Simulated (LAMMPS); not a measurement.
LAMMPS 22 Jul 2025, classical MD, Tersoff (SiC.tersoff): SiC, 21952 atoms.

```
Property                                                                                           Value
-----------------------------------------------  -------------------------------------------------------
task                                                                                             MD, nve
potential                                                                           Tersoff, SiC.tersoff
copies of the repeat unit                                                                       14×14×14
shape (slab and sphere leave vacuum in the box)                                                     bulk
temperature                                                                                        800 K
steps                                                                                               1500
timestep                                                                                            1 fs
neighbor skin                                                                                        2 Å
neigh_modify                                                                   every 1 delay 0 check yes
thermo                                                                                               100
newton                                                                                      on (default)
atom_modify sort (bins of 2 Å where set)                                                  1000 (default)
comm_style                                                                               brick (default)
box                                                                                 61.0 × 61.0 × 61.0 Å
start                                            generated zinc blende lattice, warmed in an untimed run
compared values                                  energy and forces of the first step, drift over the run
```

Hardware: Arm Neoverse V2, 96 cores on 1 socket, no SMT, 1 L3 cache group.

Times are wall-clock medians of two to five runs, from launch to exit, with nothing else on the machine. Processes are pinned to neighbouring cores unless said otherwise. The build: PyPI wheel: MPICH, OPENMP and OPT packages; another build can shift the numbers. Scratch files lie in a memory file system. A preparatory run goes ahead and isn't timed.

Started as
```bash
# ahead of the timed run: OMP_NUM_THREADS=1 mpirun -np 48 lmp -in in.warm -log none -nocite
OMP_NUM_THREADS=1 mpirun -np 32 lmp -in in.lmp -log log.lammps -nocite
```
(32 ranks, skin = 2 Å) it takes 2.1 s and 0 neighbour list builds.

Q: Estimate the wall time with skin = 3 Å.

A: About 2.4 s (3 runs within 1 %): 1.1× as long. List entries an atom go from 46 to 86, Neigh from 0 to 0 s and Pair from 1.8 to 2.1 s. Change in the result: energy equal as printed, forces on 48 atoms equal as printed, drift of the total energy under 0.001 meV an atom.
